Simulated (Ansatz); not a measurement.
The starting structures come from a database of crystals and need not be the phases stable at ambient conditions.

 Where the default PAW files enter, the runs use the earlier of Ansatz's two default sets.

Consider the following.

```
CELL_PARAMETERS angstrom
      4.11216     0.00000     0.00000
      0.11716     5.84462     0.00000
      0.00000     0.00000     4.15471
ATOMIC_POSITIONS crystal
  Ag 0.20852 0.76012 0.75000
  Ag 0.79148 0.23988 0.25000
  Br 0.72313 0.74460 0.25000
  Br 0.27687 0.25540 0.75000
```

Space group of this cell: P2_1/m. The cell is taken as given; by PBEsol its mean pressure is -3.7 GPa.

Transport runs along the normal of the first two printed cell vectors.

The gap is the functional's own, uncorrected, and κ follows it; spin-orbit coupling is left out. Mid-gap values are interpolated between the computed energies.

### Question
Estimate the band gap and the smallest decay constant κ at mid-gap that PBEsol run with Ansatz (a first-principles code) returns for this system.

### Answer
Gap 0.49 eV on a 8×6×8 mesh; κ = 0.104 1/Å, at the zone centre.
